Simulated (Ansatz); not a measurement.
An Ansatz (an electronic-structure program) input (r2SCAN, PAW, 500 eV (Ansatz; without spin-orbit coupling)):

Ansatz 0.2 input:
```yaml
crystal:
  lattice:
    - [4.5496889525, 0, 0]
    - [0, 4.5885928117, 6.4800829137]
    - [0, -4.5885928117, 6.4800829137]
  atoms:
    - { symbol: Te, position: [0.5, 0.6164561908, 0.6164561908] }
    - { symbol: Te, position: [0, 0.619375244, 0.1395205399] }
    - { symbol: Te, position: [0, 0.1395205399, 0.619375244] }
    - { symbol: Te, position: [0.5, 0.1258735468, 0.1258735468] }
    - { symbol: Hg, position: [0, 0.9953396651, 0.9953396651] }
    - { symbol: Hg, position: [0.5, 0.9933845808, 0.505993014] }
    - { symbol: Hg, position: [0.5, 0.505993014, 0.9933845808] }
    - { symbol: Au, position: [0, 0.5040572185, 0.5040572185] }
basis: { ecutwfc: 500, ecutrho_ratio: 4, xc_grid: 2, fft_grid_basis: typed }
kpoints: { mp_grid: { grid: [10, 6, 6] } }
hamiltonian:
  xc: r2scan
  dispersion: none
  pseudopotentials: { kind: paw }
scf: { occupations: { method: fermi_dirac, width: 0.05 }, convergence: { dr2_threshold: 0.0000000008 } }
output: { forces: true, stress: true }
checkpoint: { write: state.ck, write_every: 1000 }
```

Task: Which symmetry and how many k-points will the program report, and about how many plane waves at Γ?

Result: Space group Amm2 (ITA 38) with 4 operations, k-points 78 of 360, and 6855 plane waves at Γ.

These are small ordered cells, not random alloys; other orderings at the same x differ. No phonon test of stability was made. All final runs are without spin polarisation. An odd electron count without spin: Hg3AuTe4. The cell was made from HgTe by this change: x(Au) = 0.25, 8 atoms, Amm2.
